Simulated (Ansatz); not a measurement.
The parent structure is BaTiO$_{3}$ (space group P4mm, No. 99; a = 3.973 Å, c = 4.112 Å).

Method: DFT with r2SCAN, PAW potentials and a 500 eV plane-wave cutoff in Ansatz (a quantum-chemistry and plane-wave program), spin-orbit coupling left out, earlier PAW set.

One change was made to it. Results:

The band gap goes up by 0.034 eV, from 2.23 eV to 2.27 eV; the volume per atom drops by 0.41 Å³, from 12.98 Å³ to 12.57 Å³; the smallest direct gap shrinks by 0.11 eV to 2.59 eV; the width of the top valence band falls by 0.15 eV (1.30 eV → 1.15 eV); the c/a ratio falls by 0.018, from 1.035 to 1.017.

**Question.** What was done to the base?
A. pressure 1.8 GPa
B. pressure 9 GPa
C. pressure −2 GPa
D. pressure 4.2 GPa

**Answer.** D, pressure 4.2 GPa. For comparison, the smallest direct gap in the other runs: pressure −2 GPa gives 2.76 eV; pressure 9 GPa gives 2.46 eV; pressure 1.8 GPa gives 2.65 eV.

Load acts through the strain it causes; cell and atoms are relaxed under it. Whether these cells are dynamically stable was not tested. No other phases were tried under pressure. The final runs are not spin-polarised.
